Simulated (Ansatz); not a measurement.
A computed series for MgO: pressure series

Consider MgO in the rock salt structure (space group Fm-3m, No. 225; a = 4.204 Å).

Cell and atoms are relaxed at each pressure.

Method: r2SCAN (Ansatz, a program for electronic structure; PAW; 500 eV plane waves; no SOC).

```
variant           band gap     density
----------------  --------  ----------
base               5.68 eV  3.60 g/cm³
pressure −2 GPa    5.56 eV  3.56 g/cm³
pressure −1 GPa          ?  3.58 g/cm³
pressure 3 GPa     5.86 eV  3.67 g/cm³
pressure 7 GPa     6.09 eV  3.74 g/cm³
pressure 15 GPa    6.51 eV  3.89 g/cm³
pressure 30 GPa    7.19 eV  4.13 g/cm³
pressure 50 GPa    7.98 eV  4.40 g/cm³
pressure 75 GPa    8.83 eV  4.68 g/cm³
pressure 100 GPa   9.58 eV           ?
```

### Question
Some entries are withheld; estimate them.

### Answer

- pressure −1 GPa, band gap: 5.62 eV
- pressure 100 GPa, density: 4.94 g/cm³

Load acts through the strain it causes; cell and atoms are relaxed under it. No phonon test of stability was made. No other phases were tried under pressure.
